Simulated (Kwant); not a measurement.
Model system: wire with a row of barriers in a InAs two-dimensional gas. Effective mass 0.023 mₑ, grid spacing 6.2 nm, hard walls, nominal width 150 nm (25 grid rows, so walls 161.2 nm apart), one parabolic valley, scattering region 620 nm long along x; energies count from the band bottom; Fermi energy swept from 0.0005813 to 0.006903 eV. 2 barrier(s) across the wire, height 0.062 eV, thickness 18.6 nm (about 3 grid columns), spaced by 74.4 nm.

Constants are typed, rounded textbook-type inputs, not results; the design itself was drawn at random and stands for no fabricated device.

Model: effective-mass tight-binding model on a square grid, one spin, coherent transport at 0 K (Kwant). Conductance is in e²/h.

Q: How many channels do the leads carry at E = 6.35 meV?

A: The hard-wall thresholds are n² ħ²π²/(2mW²) = n² × 0.629 meV with W = 161.2 nm. √(6.35/0.629) = 3.18, so 3.
